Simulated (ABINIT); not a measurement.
**Short convergence ladders for AlInSb2 (Pmm2, 4 atoms in the cell)**

```
CELL_PARAMETERS angstrom
      4.49265     0.00000     0.00000
      0.00000     4.49265     0.00000
      0.00000     0.00000     6.32977
ATOMIC_POSITIONS crystal
  Al 0.00000 0.00000 0.00790
  In 0.50000 0.50000 0.50000
  Sb 0.00000 0.50000 0.23337
  Sb 0.50000 0.00000 0.76663
```

Base method: LDA (PW92), PAW (JTH v2.0 LDA PAW) (plane waves; ABINIT).

Base settings: pseudos = [Al.LDA_PW-JTH.xml, In.LDA_PW-JTH.xml, Sb.LDA_PW-JTH.xml]; ecut = 42 Ry; pawecutdg = 84 Ry; pawxcdev = 0; ixc = 7; occopt = 3; tsmear = 0.00036749 Ha; ngkpt = 3 3 2; nshiftk = 1; shiftk = 0 0 0.

The count of work is k-points × plane waves × bands × iterations; it is no time. Core times come from one kind of shared machine, to one figure; runs under 30 s give none.

**Shifted k-point meshes**

In this ladder: shiftk = 0.5 0.5 0.5.

Only quantities that move along the ladder and can be compared are tabulated.

| ngkpt | free energy less the last step's (meV/atom) | pressure (GPa) | largest difference of a force vector from the last step's (eV/Å) | count of work / last | core time / last (rough) |
|---|---|---|---|---|---|
| 1 1 1 | -2068.09 | -13.48 | 0.176 | 0.0058 | – |
| 2 2 1 | -141.94 | -2.50 | 0.226 | 0.012 | – |
| 2 2 2 | -264.23 | -3.25 | 0.301 | 0.013 | – |
| 3 3 3 | -64.81 | -2.07 | 0.076 | 0.11 | 0.08 |
| 5 5 4 | -7.06 | -1.78 | 0.006 | 0.24 | 0.3 |
| 6 6 5 | -2.74 | -1.76 | 0.001 | 0.31 | 0.3 |
| 8 8 6 | -0.33 | -1.75 | 0.000 | 0.64 | 0.3 |
| 9 9 6 | 0.00 | -1.75 | 0.000 | 1.0 | 1 |

Coarsest ngkpt that holds the pressure within 0.5 GPa of the last step, with all finer ones: 3 3 3, at 0.11 of the last step's count of work and about 0.08 of the last step's time; the step before is off by 1.5 GPa.

Coarsest ngkpt that holds the free energy within 2 meV/atom of the last step, with all finer ones: 8 8 6, at about 0.3 of the last step's time; the step before is off by 2.7 meV/atom.

Coarsest ngkpt that holds the forces within 0.01 eV/Å of the last step, with all finer ones: 5 5 4, at 0.24 of the last step's count of work and about 0.3 of the last step's time; the step before is off by 0.076 eV/Å.

**The SCF threshold**

In this ladder: tolvrs = default.

The mesh stays at the base's, so the ladder's end is converged at best in this setting alone.

Only quantities that move along the ladder and can be compared are tabulated; the gap is left out on so coarse a mesh.

| toldfe | pressure (GPa) | largest difference of a force vector from the last step's (eV/Å) | count of work / last | core time / last (rough) |
|---|---|---|---|---|
| 0.0037 Ha | -2.37 | 0.008 | 0.13 | – |
| 0.00037 Ha | -2.37 | 0.008 | 0.13 | 0.4 |
| 3.7e-05 Ha | -1.87 | 0.018 | 0.15 | – |
| 3.7e-07 Ha | -1.72 | 0.004 | 0.17 | 0.4 |
| 3.7e-09 Ha | -1.66 | 0.001 | 0.21 | 0.5 |
| 3.7e-12 Ha | -1.67 | 0.000 | 0.35 | 0.6 |
| 3.7e-14 Ha | -1.67 | 0.000 | 1.0 | 1 |

Coarsest toldfe that holds the forces within 0.005 eV/Å of the last step, with all finer ones: 3.7e-07 Ha, at 0.17 of the last step's count of work and about 0.4 of the last step's time; the step before is off by 0.018 eV/Å.

Coarsest toldfe that holds the pressure within 0.1 GPa of the last step, with all finer ones: 3.7e-07 Ha, at 0.17 of the last step's count of work and about 0.4 of the last step's time; the step before is off by 0.20 GPa.

Two neighbours can agree and both be off: 0.0037 Ha and 0.00037 Ha differ by 0.00 GPa in the pressure, yet lie about 0.71 GPa from the last step.

On the base run: the starting cell comes from a database of computed structures (which also holds hypothetical and non-ambient phases and stackings), without a prior relaxation at this level. Its lattice was rescaled by up to half a per cent. One atom was moved a little off its site on purpose.
